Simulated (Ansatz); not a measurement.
Functionals compared on a constructed model of the (100) surface of fcc Pt, a pseudomorphic layer of W in the host's stacking (bottom of the slab: a bare face, its two planes held), in Ansatz (plane waves, PAW). The structure was relaxed with PBE; the other rows are single points on it. Cutoff 420 eV (500 eV for r2SCAN).

Model: 7-atom slab, 12.3 Å thick at the start, 13x13x1 mesh, Fermi-Dirac 0.1 eV, dipole correction, 2 atoms held, the rest relaxed; start symmetry kept, larger cells not searched; no spin, no spin-orbit, no U. It is one candidate, not shown to be the stable structure of the face. These notes are the PBE run's.

```csv
functional,work function of the top face (eV),rough cost of the single point
PBE,5.12,–
RPBE,4.99,very roughly 40 core-seconds
r2SCAN,…,roughly 90 core-seconds
```

Q: Some entries are withheld; supply them.

A: 
- r2SCAN, work function of the top face (eV): 5.16

Ansatz is a first-principles code.
